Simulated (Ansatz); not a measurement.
BaTiO3, response to strain

Consider BaTiO₃ in the cubic perovskite structure (space group Pm-3m, No. 221).

```xyz
5
Lattice="3.9944 0.0000 0.0000 0.0000 3.9944 0.0000 0.0000 0.0000 3.9944" Properties=species:S:1:pos:R:3 pbc="T T T"
Ba     0.0000     0.0000     0.0000
Ti     1.9972     1.9972     1.9972
O      0.0000     1.9972     1.9972
O      1.9972     1.9972     0.0000
O      1.9972     0.0000     1.9972
```

Cartesian axes are those of the cell as printed.

Strains are applied to the cell and any free atomic positions relax; under biaxial strain the out-of-plane vector relaxes too; under stress the whole cell relaxes.

Method: r2SCAN, PAW, 500 eV (Ansatz, a program for electronic structure; without spin-orbit coupling), earlier PAW set.

Notes on the quantities. energy relative to the base: free energy F; pressure: mean of the normal stresses, compression positive.

```tsv
change	gap character	energy relative to the base	volume per atom	pressure
base	indirect, R → Γ	0 meV/atom	12.75 Å³	0.00 GPa
biaxial strain −1.50 %, plane normal [001], relaxed out of plane	indirect, A → Γ	+6.5 meV/atom	12.51 Å³	?
biaxial strain −0.52 %, plane normal [001], relaxed out of plane	indirect, A → Γ	+0.8 meV/atom	12.66 Å³	1.24 GPa
biaxial strain −4.07 %, plane normal [110], relaxed out of plane	direct at Γ	+57 meV/atom	12.02 Å³	12.59 GPa
biaxial strain +2.48 %, plane normal [111], relaxed out of plane	indirect, T → Γ	+19 meV/atom	13.23 Å³	-6.06 GPa
isotropic strain +5.49 %	indirect, R → Γ	+162 meV/atom	14.96 Å³	-20.23 GPa
isotropic strain +5.95 %	indirect, R → Γ	+188 meV/atom	15.16 Å³	-21.24 GPa
uniaxial strain ε_yy = −2.51 %	indirect, A → Γ	?	12.43 Å³	5.04 GPa
uniaxial stress, 0.5 GPa tension along z	indirect, A → Γ	0.0 meV/atom	12.76 Å³	–
```

What belongs in the blanks?


- biaxial strain −1.50 %, plane normal [001], relaxed out of plane, pressure: 3.76 GPa
- uniaxial strain ε_yy = −2.51 %, energy relative to the base: +8.6 meV/atom

Beyond what the load breaks, stability against distortions was not tested. The final runs are not spin-polarised. Many cubic perovskites are stable only at high temperature; tilts and polar distortions were not tested. This is not the structure that BaTiO3 has at room temperature and ambient pressure. Labels are those of the standard path for the cell's own space group.
